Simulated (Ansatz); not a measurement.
**Effect of Al → Zr on AlCu**

Consider AlCu (space group C2/m, No. 12; a = 11.9521 Å, b = 4.0610 Å, c = 6.8314 Å, α = 90.00°, β = 124.84°, γ = 90.00°).

Perturbation: full substitution Al → Zr; the structure is relaxed again.

The values are results of Ansatz (a program for electronic structure) PBEsol, without spin-orbit coupling, not measurements. Γ-centred 12×12×8 mesh, Fermi–Dirac width 0.05 eV, for the changed cell.

| quantity | base | changed | shift |
|---|---|---|---|
| volume per atom | 13.61 Å³ | 17.05 Å³ | +3.446 Å³ |
| space group | C2/m (No. 12) | C2/m (No. 12) | – |
| shortest interatomic distance | 2.376 Å | 2.533 Å | +0.157 Å |
| band gap | zero | zero | – |

Final structure:

```
CELL_PARAMETERS angstrom
      6.60556    -2.13872     0.00000
      6.60556     2.13872     0.00000
     -3.31406     0.00000     6.03539
ATOMIC_POSITIONS crystal
  Cu 0.00000 0.00000 0.00000
  Cu 0.27591 0.27591 0.22514
  Cu 0.72409 0.72409 0.77486
  Cu 0.11884 0.11884 0.80093
  Cu 0.88116 0.88116 0.19907
  Zr 0.50000 0.50000 0.50000
  Zr 0.14833 0.14833 0.43689
  Zr 0.85167 0.85167 0.56311
  Zr 0.36240 0.36240 0.93759
  Zr 0.63760 0.63760 0.06241
```

Cost of the whole job for the changed cell (relaxation, final SCF and bands): about 40 core-minutes (a rough figure).

No phonon test of stability was made. As relaxed here, ZrCu is a hypothetical phase, not in the database extracts checked. The final runs are not spin-polarised. An odd electron count without spin: ZrCu. ZrCu has a high density of states at the Fermi level and may be magnetic at this level.
